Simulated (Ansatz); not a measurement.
Data:

```yaml
crystal:
  lattice:
    - [0.00000, 2.84794, 2.84794]
    - [2.84794, 0.00000, 2.84794]
    - [2.84794, 2.84794, 0.00000]
  atoms:
    - { symbol: Na, position: [0.00000, 0.00000, 0.00000] }
    - { symbol: Cl, position: [0.50000, 0.50000, 0.50000] }
```

The numbers are results of PBE, rigid bands (plane waves, PAW, scalar-relativistic; Ansatz, a first-principles code), not measurements. Condition of this run: functional PBE, cell relaxed with it. Cell: cell and atoms relaxed with PBE.

**Question.** Predict the electron conductivity mass (n e² τ/σ) at 300 K, by direction if it differs.

**Answer.** 0.41 mₑ.

**Question.** Predict the hole conductivity mass (n e² τ/σ) at 300 K, by direction if it differs.

**Answer.** 3.4 mₑ.

**Question.** And the band gap?

**Answer.** 5.00 eV at this level; semilocal functionals usually fall short of the measured gap.

Rigid bands, one relaxation time for all states, no polarons. Spin-orbit coupling is left out; where it splits the top of the valence band it changes the hole mass and lowers the gap by about a third of the splitting.
